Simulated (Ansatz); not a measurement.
Fe2O3 in the corundum structure (space group R-3c, No. 167; ferromagnetic)

```cif
data_Fe4O6
_chemical_formula_sum 'Fe4 O6'
_space_group_name_H-M_alt 'P 1'
_space_group_IT_number 1
_cell_length_a 5.16594
_cell_length_b 5.16594
_cell_length_c 5.16594
_cell_angle_alpha 54.090
_cell_angle_beta 54.090
_cell_angle_gamma 54.090
loop_
_space_group_symop_operation_xyz
  'x, y, z'
loop_
_atom_site_label
_atom_site_type_symbol
_atom_site_fract_x
_atom_site_fract_y
_atom_site_fract_z
_atom_site_occupancy
Fe1 Fe 0.34535 0.34535 0.34535 1
Fe2 Fe 0.15465 0.15465 0.15465 1
Fe3 Fe 0.65465 0.65465 0.65465 1
Fe4 Fe 0.84535 0.84535 0.84535 1
O1 O 0.56394 0.93606 0.25000 1
O2 O 0.25000 0.56394 0.93606 1
O3 O 0.93606 0.25000 0.56394 1
O4 O 0.43606 0.06394 0.75000 1
O5 O 0.75000 0.43606 0.06394 1
O6 O 0.06394 0.75000 0.43606 1
```

The values are results of PBEsol (Ansatz, an electronic-structure program; PAW; 420 eV plane waves; scalar-relativistic without spin-orbit coupling), not measurements. Settings: 12×12×12 k-points, 0.05 eV Fermi–Dirac smearing.

```json
{
 "volume_per_atom": "8.40 Å³",
 "density": "6.31 g/cm³",
 "band_gap": "zero",
 "magnetic_state": "ferromagnetic",
 "total_energy": "-2115.815 eV/atom (σ→0; compares only within this code and set-up)"
}
```

No phonon test of stability was made. No Hubbard U is applied and the magnetic state is the run's own (Fe2O3 ferromagnetic); other magnetic orders, which need larger cells, were not tried and can change the gap. In its common phase, real Fe2O3 is an antiferromagnetic insulator at low temperature.
